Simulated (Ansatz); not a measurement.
# Cs2Pt (P6₃/mmc, No. 194, 6 atoms in the cell; start mp-13548)

These are r²SCAN0 in Ansatz (PAW) values and carry that method's errors.

Run with plane-wave cutoff 520 eV, 6×6×4 k mesh (along the axes of the cell as run), Fermi–Dirac smearing 0.01 eV, scalar-relativistic PAW data made under PBE.

Cell (relaxed with PBEsol):

```cif
data_Cs4Pt2
_chemical_formula_sum 'Cs4 Pt2'
_space_group_name_H-M_alt 'P 1'
_space_group_IT_number 1
_cell_length_a 5.63240
_cell_length_b 5.63240
_cell_length_c 7.67439
_cell_angle_alpha 90.000
_cell_angle_beta 90.000
_cell_angle_gamma 120.000
loop_
_space_group_symop_operation_xyz
  'x, y, z'
loop_
_atom_site_label
_atom_site_type_symbol
_atom_site_fract_x
_atom_site_fract_y
_atom_site_fract_z
_atom_site_occupancy
Cs1 Cs 0.66667 0.33333 0.25000 1
Cs2 Cs 0.33333 0.66667 0.75000 1
Cs3 Cs 0.00000 0.00000 0.00000 1
Cs4 Cs 0.00000 0.00000 0.50000 1
Pt1 Pt 0.66667 0.33333 0.75000 1
Pt2 Pt 0.33333 0.66667 0.25000 1
```

band gap: 3.39 eV
smallest direct gap on the k points sampled: 3.51 eV
Γ–Γ gap: 3.65 eV

Note: cell and atoms aren't relaxed at this level (pressure 1.8 GPa).

Spin–orbit coupling is not included; with these elements it can move the gap by several tenths of an eV or more.

Computed values are for the static lattice.

The result took around 29 core-minutes (rough).

A start named mp-… is a Materials Project structure, which need not be a measured phase.

Ansatz is a quantum-chemistry and plane-wave program.
